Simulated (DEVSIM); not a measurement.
Structure: Al/AlN/p-In0.53Ga0.47As capacitor, at 300 K.

```
layer (left to right)        material  thickness (nm)  Na (cm⁻³)
---------------------  --------------  --------------  ---------
1                                 AlN            2.80          -
2                      In0.53Ga0.47As             430     1.7e18
```

Metal gate on the left, work function 4.1 eV. Fixed charge at the semiconductor interface 0 cm⁻² (in units of +e); no interface traps.

Constants are typed, rounded textbook-type inputs, not results; the design itself was drawn at random and stands for no fabricated device. Values at 300 K; Nc and Nv go as T^1.5, mobilities as T to minus their exponent, the gap by Varshni's rule with the affinity fixed.

```
parameter         AlN  In0.53Ga0.47As
----------------  ---  --------------
gap (eV)          6.1            0.74
affinity (eV)     1.9            4.51
permittivity      8.5            13.9
Nc (cm⁻³)           -          2.1e17
Nv (cm⁻³)           -          7.7e18
Varshni α (eV/K)    -         0.00035
Varshni β (K)       -             190
```

DEVSIM, 1D Poisson equation in equilibrium, Boltzmann statistics, complete ionisation; no quantum confinement or tunnelling. Metal contacts follow the ideal Schottky-Mott rule: no Fermi-level pinning, no interface dipoles.

The temperature was swept, all else fixed.

```csv
temperature (K),flat-band voltage (V),minimum of the low-frequency capacitance (μF/cm²)
250,-1.14,0.428
300,-1.11,0.442
350,-1.08,0.460
400,-1.05,0.479
450,-1.02,0.494
500,-0.99,0.512
```

From the first row to the last the flat-band voltage goes from -1.14 to -0.99. From the first row to the last the minimum of the low-frequency capacitance goes from 0.428 to 0.512.
